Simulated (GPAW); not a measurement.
**A short convergence ladder for BiSb (R3m, 2 atoms in the cell)**

```
CELL_PARAMETERS angstrom
      2.21516     1.27893     3.95527
     -2.21516     1.27893     3.95527
      0.00000    -2.55785     3.95527
ATOMIC_POSITIONS crystal
  Sb 0.77224 0.77224 0.77224
  Bi 0.23196 0.23196 0.23196
```

Base method: PBEsol, GPAW PAW datasets PBEsol (made by gpaw-setup) (plane waves; GPAW 25.7.0).

Base settings: mode = pw; ecut = 550 eV; xc = PBEsol; kpts = 3 3 3; mesh shift (steps) = 0 0 0; occupations.name = fermi-dirac; occupations.width = 0.1 eV; nbands = -4; convergence.forces = 0.001 eV/Å; convergence.bands = -2.

Core times come from one kind of shared machine, to one figure; runs under 30 s give none.

**The relaxed cell against the cutoff**

On BiSb (R3m, 2 atoms in the cell): atoms on their sites.

In this ladder: convergence.density = 1e-05 e/electron; optimizer = BFGS; fmax = 0.02 eV/Å.

The mesh stays at the base's, so the ladder's end is converged at best in this setting alone.

Only quantities that move along the ladder and can be compared are tabulated.

```tsv
ecut	relaxed volume (Å³/atom)	relaxation steps	core time / last (rough)
275 eV	27.868	8	0.3
330 eV	28.762	9	0.3
385 eV	30.464	8	0.4
470 eV	32.079	5	0.3
550 eV	32.485	5	0.4
660 eV	32.562	6	0.4
825 eV	32.546	5	0.6
1100 eV	32.577	6	1
```

Coarsest ecut that holds the relaxed volume within 0.065 Å³/atom of the last step, with all finer ones: 660 eV, at about 0.4 of the last step's time; the step before is off by 0.092 Å³/atom.

At the lowest cutoff the cell relaxes to a volume 14 % smaller than at the highest.

On the base run: the starting cell comes from a database of computed structures (which also holds hypothetical and non-ambient phases and stackings), without a prior relaxation at this level. Its lattice was rescaled by up to half a per cent. One atom was moved a little off its site on purpose.
